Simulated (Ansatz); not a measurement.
We consider InP (model structure, started from the CdTe type, P6₄22, No. 181, 6 atoms in the cell), described by r²SCAN (plane waves, PAW; Ansatz, an electronic-structure program).

Run with plane-wave cutoff 560 eV, 18×18×6 k mesh (along the axes of the cell as run), Fermi–Dirac smearing 0.05 eV, scalar-relativistic PAW data made under PBE.

Cell (relaxed with PBEsol):

```yaml
crystal:
  lattice:
    - [4.12032, 0.00000, 0.00000]
    - [-2.06016, 3.56830, 0.00000]
    - [0.00000, 0.00000, 9.24980]
  atoms:
    - { symbol: In, position: [0.00000, 0.50002, 0.66667] }
    - { symbol: In, position: [0.49998, 0.49998, 0.00000] }
    - { symbol: In, position: [0.50002, 0.00000, 0.33333] }
    - { symbol: P, position: [0.00000, 0.50001, 0.16667] }
    - { symbol: P, position: [0.49999, 0.49999, 0.50000] }
    - { symbol: P, position: [0.50001, 0.00000, 0.83333] }
```

### Question
Estimate the band gap that the calculation returns.

### Answer

* **band gap**: 0.49 eV (on the SCF k mesh)

Note: the relaxation could raise the start's symmetry but not lower it, so the cell can be a saddle point; cell and atoms aren't relaxed at this level (pressure 1.6 GPa).

Spin–orbit coupling is not included.

Static lattice: no zero-point or thermal effects.

A model structure was made by putting elements into a prototype or built by hand; it is no filed structure, need not be a known phase, and can be a saddle point held by its symmetry.
